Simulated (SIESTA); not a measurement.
Worked example: self-consistent single point of RbBi2 (Fd-3m, 6 atoms in the cell) in SIESTA

Method of the run: LDA PW92, numerical atomic orbitals DZP, PseudoDojo LDA standard norm-conserving potentials (rewritten from UPF to PSML) in SIESTA.

The input file:

```
# files in the folder: Rb.psml Bi.psml (PseudoDojo LDA standard)
SystemName  RbBi2
SystemLabel siesta

NumberOfAtoms                6
NumberOfSpecies              2
%block ChemicalSpeciesLabel
  1 37 Rb
  2 83 Bi
%endblock ChemicalSpeciesLabel
LatticeConstant              1.0 Ang
%block LatticeVectors
     0.000000000    4.786991000    4.786991000
     4.786991000    0.000000000    4.786991000
     4.786991000    4.786991000    0.000000000
%endblock LatticeVectors
AtomicCoordinatesFormat      Bohr
%block AtomicCoordinatesAndAtomicSpecies
     9.046101951    9.046101951    9.046101951  1
    13.569152927   13.569152927   13.569152927  1
     2.261525488    6.784576463    6.784576463  2
     6.784576463    6.784576463    2.261525488  2
     6.784576463    2.261525488    6.784576463  2
     2.261525488    2.261525488    2.261525488  2
%endblock AtomicCoordinatesAndAtomicSpecies

XC.functional                LDA
XC.authors                   PW92
PAO.BasisSize                DZP
PAO.EnergyShift              0.01 Ry
MeshCutoff                   350 Ry
%block kgrid.MonkhorstPack
    3   0   0  0.0
    0   3   0  0.0
    0   0   3  0.0
%endblock kgrid.MonkhorstPack
OccupationFunction           FD
ElectronicTemperature        1160.45 K

MaxSCFIterations             150
SCF.Mixer.Method             Pulay
SCF.Mixer.Weight             0.2
SCF.Mixer.History            8
SCF.DM.Tolerance             1.0E-05
Diag.ParallelOverK           true
WriteForces                  true
Charge.Mulliken              end
```

The program printed (abridged):

```
reinit: Reading from file input.fdf

reinit: System Name: RbBi2
reinit: System Label: siesta

coor:   Atomic-coordinates input format  =     Cartesian coordinates
coor:                                            (in Bohr units)

siesta: Atomic coordinates (Bohr) and species
siesta:      9.04610   9.04610   9.04610  1        1
siesta:     13.56915  13.56915  13.56915  1        2
siesta:      2.26153   6.78458   6.78458  2        3
siesta:      6.78458   6.78458   2.26153  2        4
siesta:      6.78458   2.26153   6.78458  2        5
siesta:      2.26153   2.26153   2.26153  2        6

siesta: System type = bulk

initatomlists: Number of atoms, orbitals, and projectors:      6    90   164

siesta: ******************** Simulation parameters ****************************
redata: Spin configuration                          = none
redata: Time-Reversal Symmetry                      = T
redata: Number of Atomic Species                    =        2
redata: Mesh Cutoff                                 =   350.0000 Ry
redata: Net charge of the system                    =     0.0000 |e|
redata: Min. number of SCF Iter                     =        0
redata: Max. number of SCF Iter                     =      150
redata: SCF convergence failure will abort job
redata: SCF mix quantity                            = Hamiltonian
redata: Mix DM or H after convergence               =   F
redata: Recompute H after scf cycle                 =   F
redata: Mix DM in first SCF step                    =   T
redata: No kicks to SCF
redata: DM Mixing Weight for Kicks                  =     0.5000
redata: Require Harris convergence for SCF          =   F
redata: Harris energy tolerance for SCF             =     0.000100 eV
redata: Require DM convergence for SCF              =   T
redata: DM tolerance for SCF                        =     0.000010
redata: Require EDM convergence for SCF             =   F
   [... lines left out ...]
diag: Parallel distribution                         =     1 x     1
diag: Used triangular part                          = Lower
diag: Absolute tolerance                            =  0.100E-15
diag: Orthogonalization factor                      =  0.100E-05
diag: Memory factor                                 =  1.0000

superc: Internal auxiliary supercell:     5 x     5 x     5  =     125
superc: Number of atoms, orbitals, and projectors:    750  11250  20500

                        Single-point calculation

superc: Internal auxiliary supercell:     5 x     5 x     5  =     125
superc: Number of atoms, orbitals, and projectors:    750  11250  20500

outcell: Unit cell vectors (Ang):
        0.000000    4.786991    4.786991
        4.786991    0.000000    4.786991
        4.786991    4.786991    0.000000

outcell: Cell vector modules (Ang)   :    6.769828    6.769828    6.769828
outcell: Cell angles (23,13,12) (deg):     60.0000     60.0000     60.0000
outcell: Cell volume (Ang**3)        :    219.3905
new_DM -- step:     1
Initializing Density Matrix...

Attempting to read DM from file... Failed...
DM filled with atomic data:

InitMesh: MESH = 64 x 64 x 64 = 262144
InitMesh: Mesh cutoff (required, used) =   350.000   370.508 Ry

stepf: Fermi-Dirac step function
        iscf     Eharris(eV)        E_KS(eV)     FreeEng(eV)     dDmax    Ef(eV) dHmax(eV)
   scf:    1   -10361.720152   -10360.230738   -10360.485019  0.468715 -2.921561  2.732949
   scf:    2   -10360.942296   -10360.597864   -10360.859161  0.054459 -2.989260  1.888705
   scf:    3   -10361.170759   -10360.931631   -10361.208956  0.116437 -3.118703  0.401410
   scf:    4   -10360.951462   -10360.943503   -10361.219053  0.025231 -3.079807  0.079081
   scf:    5   -10360.943904   -10360.943735   -10361.219326  0.004548 -3.080942  0.012356
   scf:    6   -10360.943447   -10360.943594   -10361.219373  0.001967 -3.077178  0.000887
   scf:    7   -10360.943518   -10360.943556   -10361.219373  0.000043 -3.077298  0.001642
   scf:    8   -10360.943550   -10360.943553   -10361.219373  0.000255 -3.077153  0.001080
   scf:    9   -10360.943568   -10360.943560   -10361.219373  0.000094 -3.077233  0.000048
mix: Pulay -- inversion failed, > SVD [rank/size] 4 / 7
   scf:   10   -10360.943560   -10360.943560   -10361.219373  0.000005 -3.077228  0.000002
SCF Convergence by DM+H criterion
max |DM_out - DM_in|         :     0.0000048526
max |H_out - H_in|      (eV) :     0.0000021791
SCF cycle converged after 10 iterations

Using DM_out to compute the final energy and forces

siesta: E_KS(eV) =           -10360.9436

siesta: E_KS - E_eggbox =    -10360.9436

siesta: Atomic forces (eV/Ang):
     1    0.000000    0.000000    0.000000
     2   -0.000000   -0.000000   -0.000000
     3   -0.000000    0.000000    0.000000
     4    0.000000    0.000000   -0.000000
     5    0.000000   -0.000000    0.000000
     6   -0.000000   -0.000000   -0.000000
   Tot   -0.000000   -0.000000   -0.000000
   Max    0.000000
   Res    0.000000    sqrt( Sum f_i^2 / 3N )
   Max    0.000000    constrained

Stress tensor Voigt[x,y,z,yz,xz,xy] (kbar):        7.73        7.73        7.73        0.00        0.00        0.00
(Free)E + p*V (eV/cell)   -10362.2778
Target enthalpy (eV/cell)   -10361.2194

siesta: Program's energy decomposition (eV):
siesta: Ebs     =     -1561.850859
siesta: Eions   =     11319.710775
siesta: Ena     =       664.167462
siesta: Ekin    =      4619.652425
siesta: Enl     =     -1701.992689
siesta: Eso     =         0.000000
siesta: Edftu   =         0.000000
siesta: DEna    =        57.305892
siesta: DUscf   =         1.651595
siesta: DUext   =         0.000000
siesta: Ex      =     -2446.112068
siesta: Ec      =      -235.905402
siesta: Exc     =     -2682.017471
siesta: Eharris =    -10360.943560
siesta: Etot    =    -10360.943560
siesta: FreeEng =    -10361.219373

siesta: Stress tensor (static) (eV/Ang**3):
siesta:     0.004824    0.000000    0.000000
siesta:     0.000000    0.004824    0.000000
siesta:     0.000000    0.000000    0.004824

siesta: Cell volume =        219.390505 Ang**3

siesta: Pressure (static):
siesta:                Solid            Molecule  Units
siesta:          -0.00005255         -0.00005255  Ry/Bohr**3
siesta:          -0.00482446         -0.00482446  eV/Ang**3
siesta:          -7.72964258         -7.72964391  kBar

mulliken: Atomic and Orbital Populations:

Species: Rb
Atom  Qatom  Qorb
   [... lines left out ...]
              0.213
   2  8.759   1.958   0.308   0.039   1.938   1.938   1.938   0.213   0.213
              0.213

Species: Bi
Atom  Qatom  Qorb
               6s      6s      6py     6pz     6px     6py     6pz     6px
               5dxy    5dyz    5dz2    5dxz    5dx2-y2 6dxy    6dyz    6dz2
               6dxz    6dx2-y2
   3 15.121   1.683   0.099   1.027   1.027   1.027  -0.007  -0.007  -0.007
              2.002   2.002   2.003   2.002   2.003   0.058   0.058   0.045

              0.058   0.045
   4 15.121   1.683   0.099   1.027   1.027   1.027  -0.007  -0.007  -0.007
              2.002   2.002   2.003   2.002   2.003   0.058   0.058   0.045

              0.058   0.045
   5 15.121   1.683   0.099   1.027   1.027   1.027  -0.007  -0.007  -0.007
              2.002   2.002   2.003   2.002   2.003   0.058   0.058   0.045

              0.058   0.045
   6 15.121   1.683   0.099   1.027   1.027   1.027  -0.007  -0.007  -0.007
              2.002   2.002   2.003   2.002   2.003   0.058   0.058   0.045

              0.058   0.045

mulliken: Qtot =       78.000

Mulliken Atomic Populations:
Atom #   charge [q] valence [e]  Species
     1     0.241349    8.758651  Rb
     2     0.241349    8.758651  Rb
     3    -0.120675   15.120675  Bi
     4    -0.120675   15.120675  Bi
     5    -0.120675   15.120675  Bi
     6    -0.120675   15.120675  Bi
 Total     0.000000
```

The run converged in 10 iterations.

The starting cell comes from a database of computed structures (which also holds hypothetical and non-ambient phases and stackings), without a prior relaxation at this level. Its lattice was rescaled by up to half a per cent. Values carry the incompleteness of an atom-centred basis.

Cost on one core of a shared machine: roughly 30 s.
